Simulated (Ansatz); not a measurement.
Data:

```xyz
4
Lattice="3.8230 0.0000 0.0000 -1.9115 3.3108 0.0000 0.0000 0.0000 6.2709" Properties=species:S:1:pos:R:3 pbc="T T T"
Zn     1.9115     1.1036     6.2695
Zn     0.0000     2.2072     3.1340
S      1.9115     1.1036     3.9219
S      0.0000     2.2072     0.7865
```

No spin polarisation.

Calculations: r2SCAN/PAW in Ansatz (an electronic-structure program), without spin-orbit coupling. Settings: 10×10×6 k-points, 0.05 eV Fermi–Dirac smearing.

Problem. What is the computed gap character?

Solution. Direct at Γ.

Problem. What is the computed electron mass?

Solution. 0.18 mₑ along c, 0.20 mₑ across (at Γ).

Problem. What is the computed band gap?

Solution. 2.72 eV.

Load acts through the strain it causes; cell and atoms are relaxed under it. Effective masses come from finite differences of ±0.01 Å⁻¹. Whether these cells are dynamically stable was not tested. The cell was made from ZnS in the wurtzite structure (space group P6_3mc, No. 186) by this change: pressure −1 GPa.
